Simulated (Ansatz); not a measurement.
**PbTe under a change: isotropic strain +2.00 %**

Start from PbTe in the rock salt structure (space group Fm-3m, No. 225; a = 6.442 Å).

Now apply this change: every lattice vector is stretched by 2.00 %; the atoms relax in the strained cell.

Calculations: PBEsol/PAW in Ansatz (a program for electronic structure), no spin-orbit coupling. k-mesh 9×9×9 (Γ-centred); smearing 0.05 eV (Fermi–Dirac).

- Volume per atom: 35.46 Å³ (base 33.42 Å³)
- Energy relative to the base (free energy F): +16 meV/atom
- Pressure: -2.32 GPa (base 0.01 GPa)
- Band gap: 0.76 eV (base 0.65 eV)
- Gap character: direct at L (base direct at L)
- Mean gap deformation potential ΔEg/Δln V: +2.0 eV
- Width of the top valence band: 2.51 eV (base 2.86 eV)
- Electron mass: 0.29 mₑ along k, 0.10 mₑ across (at L) (base 0.26 mₑ along k, 0.098 mₑ across (at L))
- Hole mass: 0.46 mₑ along k, 0.090 mₑ across (at L) (base 0.38 mₑ along k, 0.073 mₑ across (at L))
- Valley order (the lowest conduction-band minima on the path, energy above the VBM, named in the base's zone): L along ⟨111⟩ 0.76 eV; a point along ⟨110⟩, about 0.6 Å⁻¹ from Γ 1.32 eV; a point along ⟨100⟩, about 0.3 Å⁻¹ from Γ 1.77 eV (base L along ⟨111⟩ 0.65 eV; a point along ⟨110⟩, about 0.6 Å⁻¹ from Γ 1.25 eV; a point along ⟨100⟩, about 0.3 Å⁻¹ from Γ 1.70 eV)

With Pb and Te present, leaving out spin-orbit coupling can change the band edges. Effective masses come from finite differences of ±0.01 Å⁻¹. Along k means along the line from Γ to the band edge. Whether these cells are dynamically stable was not tested.
